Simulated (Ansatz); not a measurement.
**Ir: stress against strain**

Ir (fcc, Fm-3m, 13.847 Å³/atom and stress up to 0.01 GPa in the relaxed cell) under an equal strain ε in the (001) plane with the normal axis free, as in a coherent film. LDA in Ansatz, a plane-wave DFT program (PAW, default set), 420 eV, 30×30×30 Γ-centred mesh, Fermi-Dirac smearing 0.10 eV. Stress is positive for a compressed cell.

Here s stands for strain and y for stress xx.

| strain (%) | stress xx (GPa) |
|---|---|
| -1.50 | 11.67 |
| -1.00 | 7.59 |
| -0.50 | 3.70 |
| 0.00 | 0.00 |
| 0.50 | -3.52 |
| 1.00 | -6.85 |
| 1.50 | -10.02 |
| 3.00 | ? |

Problem. Fit y against s with a straight line, and predict the withheld value at s = 3.00.

Solution. Means: s 0, y 0.367. About the means, the sum of products is -50.585 and the sum of squares of s is 7.0000; the slope is their ratio. Least squares gives y = 0.367 - 7.2264·s. Residuals (row less fit): 0.463, -0.003, -0.280, -0.367, -0.274, 0.009, 0.453; standard error 0.376 (degrees of freedom: 5). The slope gives the biaxial elastic modulus of this plane = about 720 GPa. At the withheld row, y = 0.367 - 7.2264 × 3.0 = -21.312 GPa. The calculation gives -18.52 GPa, 2.792 GPa above the prediction (9.2 % of the range of y in the table). The row lies outside the fitted rows, so this is an extrapolation. From the scatter of the fitted rows alone, a prediction at this place has a standard error of 0.586 GPa, so the miss is 4.8 times that.

A polynomial of degree 2 through the 12 other runs of the series gives -18.42 there, so most of the miss is curvature that the fit leaves out. In a metal these values are sensitive to mesh and smearing; energies are taken to zero smearing, stresses follow the free energy. The runs aren't spin-polarised. Spin-orbit coupling is left out, which can shift these values for the heavy elements here. Rows are the converged runs of the series near zero and its far end; series whose fitted rows scatter by over a few per cent of the range, as at a crossing or softening among them, aren't shown in this form, nor equations of state whose B0' disagrees with the runs' pressures. Most that stay on the fit to the last digits aren't either.
